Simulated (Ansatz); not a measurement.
The parent structure is BeS in the zinc blende structure (space group F-43m, No. 216; a = 4.876 Å).

The values are results of DFT with PBE, PAW potentials and a 420 eV plane-wave cutoff in Ansatz (a program for electronic structure), no SOC, not measurements.

Before the change:

* **Electron mass**: 0.84 mₑ along k, 0.29 mₑ across (at X)

The change: a hydrostatic pressure of 5 GPa.

Question: What does the calculation give for the electron mass and mean gap deformation potential ΔEg/Δln V after the change?

Answer: The electron mass becomes 0.82 mₑ along k, 0.28 mₑ across (at X) (base: 0.84 mₑ along k, 0.29 mₑ across (at X)); the mean gap deformation potential ΔEg/Δln V amounts to +2.3 eV.

Load acts through the strain it causes; cell and atoms are relaxed under it. Masses are band curvatures over ±0.01 Å⁻¹ around the edge. Along k means along the line from Γ to the band edge. Whether these cells are dynamically stable was not tested. No other phases were tried under pressure.
